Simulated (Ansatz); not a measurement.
The reference is CuF2 in the rutile structure (space group P4_2/mnm, No. 136; a = 4.658 Å, c = 3.094 Å; ferromagnetic; a hypothetical phase, not in the database extracts checked).

Calculations: PBEsol, PAW, 420 eV (Ansatz, a quantum-chemistry and plane-wave program; without spin-orbit coupling).

One change was made to it. Results:

```tsv
quantity	base	after
lattice parameter a	8.803 bohr	9.408 bohr
c/a ratio	0.664	0.661
```

What was done to the base?
A) Cu → Re
B) Cu → Be
C) Cu → Ga

C, Cu → Ga. For comparison, the lattice parameter a in the other runs: Cu → Re gives 8.730 bohr; Cu → Be gives 7.989 bohr.

Stability against distortions was not tested. As relaxed here, GaF2, ReF2 and BeF2 are hypothetical phases, not in the database extracts checked. No Hubbard U is applied and the magnetic state is the run's own (CuF2 ferromagnetic); small cells can't hold the antiferromagnetic order that many such compounds have, so gaps and moments can be off. Spin-polarised in the final run: base and ReF2; the other runs are not.
